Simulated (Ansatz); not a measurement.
**WS2, thickness series**

Consider WS$_{2}$ in the 2H-MoS2 type structure (space group P6_3/mmc, No. 194; a = 3.1148 Å, c = 11.7731 Å; layered, stacked along the Cartesian z axis).

Free-standing slabs (3 atom(s) a layer) normal to the stacking axis with 15 Å of vacuum; in-plane cell relaxed.

Level of theory: PBEsol-D3(BJ) (Ansatz, a quantum-chemistry and plane-wave program; PAW; 420 eV plane waves; spin-orbit coupling left out).

Candidates:
(a) 4 layers
(b) 2 layers
(c) 1 layer
(d) 3 layers

Before the change:

```
Quantity    Value
--------  -------
Band gap  0.65 eV
```

Q: Order them by band gap, lowest first.

A: (a) 4 layers (0.83 eV), (d) 3 layers (0.93 eV), (b) 2 layers (1.19 eV), (c) 1 layer (1.99 eV)

Spin-orbit coupling, missing from the scalar runs, can matter with W. Whether these cells are dynamically stable was not tested.
